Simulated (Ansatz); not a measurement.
The parent structure is NaI in the rock salt structure (space group Fm-3m, No. 225; a = 6.402 Å).

Method: PBEsol, PAW, 420 eV (Ansatz, an electronic-structure program; no SOC).

One change was made to it. Results:

```tsv
quantity	base	after
density	3.79 g/cm³	3.86 g/cm³
band gap	3.60 eV	3.64 eV
hole mass (degenerate bands, along [100])	0.36, 1.5, 1.5 mₑ (at Γ)	0.35, 1.5, 1.5 mₑ (at Γ)
```

Problem. Name the change that was made.
A. pressure 10 GPa
B. pressure 0.3 GPa
C. pressure 5 GPa
D. pressure −2 GPa
E. pressure 7.5 GPa

Solution. B, pressure 0.3 GPa. For comparison, the band gap in the other runs: pressure 10 GPa gives 4.58 eV; pressure 7.5 GPa gives 4.43 eV; pressure −2 GPa gives 3.19 eV; pressure 5 GPa gives 4.20 eV.

Spin-orbit coupling, missing from the scalar runs, can matter with I. Load acts through the strain it causes; cell and atoms are relaxed under it. Masses are band curvatures over ±0.01 Å⁻¹ around the edge. Whether these cells are dynamically stable was not tested. No other phases were tried under pressure.
